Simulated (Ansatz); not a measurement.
Start from TiC in the rock salt structure (space group Fm-3m, No. 225; a = 4.2609 Å; relaxed with 0.1 eV smearing). Axes: x, y, z lie along the cube axes.

Method: plane-wave PAW DFT at the LDA level (Ansatz, a program for electronic structure, 420 eV), no spin-orbit coupling.

The change: biaxial strain −2.50 %, plane normal [001], relaxed out of plane (Cartesian); in-plane vectors clamped, the third vector and the atoms free.

Problem. What does the calculation give for the in-plane stress, out-of-plane strain and energy relative to the base after the change?

Solution. The mean in-plane stress (compression positive) amounts to +19.1 GPa; the out-of-plane strain comes out as +1.15 %; the energy rises by 27 meV/atom.

Stability against distortions was not tested. The final runs are not spin-polarised.
